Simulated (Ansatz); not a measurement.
Hf under a change: x(Ti) = 0.625, 8 atoms, Amm2

Base system: Hf in the hcp (Mg type) structure (space group P6_3/mmc, No. 194; a = 3.1979 Å, c = 5.0473 Å).

The other end (x = 1) is Ti in the hcp (Mg type) structure (space group P6_3/mmc, No. 194): 17.30 Å³/atom, gap zero.

Now apply this change: Ti replaces 62.5 % of the Hf, ordered in a cell of 8 atoms (starting symmetry Amm2) and fully relaxed.

All numbers come from r2SCAN (Ansatz, a quantum-chemistry and plane-wave program; PAW; 500 eV plane waves; no spin-orbit coupling). k-mesh 15×7×7 (Γ-centred); smearing 0.05 eV (Fermi–Dirac), for the changed cell.

```tsv
quantity	base	changed	shift
density	13.26 g/cm³	8.36 g/cm³	-4.90 g/cm³
shortest interatomic distance	3.127 Å	2.871 Å	-0.256 Å
band gap	zero	zero	–
mixing energy (to 0.01 eV only: unlike meshes or grids)	–	+0.03 eV/atom	–
deviation of the volume from the linear (Vegard-type) interpolation	–	+0.2 %	–
```

Final structure:

```
CELL_PARAMETERS angstrom
      3.06652     0.00000     0.00000
      0.00000     4.78478     5.24238
      0.00000    -4.78478     5.24238
ATOMIC_POSITIONS crystal
  Ti 0.00000 0.46176 0.46176
  Ti 0.50000 0.21126 0.21126
  Hf 0.00000 0.96662 0.96662
  Ti 0.50000 0.70121 0.70121
  Ti 0.50000 0.29790 0.78627
  Hf 0.00000 0.03776 0.53721
  Ti 0.50000 0.78627 0.29790
  Hf 0.00000 0.53721 0.03776
```

These are small ordered cells, not random alloys; other orderings at the same x differ. Stability against distortions was not tested. The final runs are not spin-polarised.
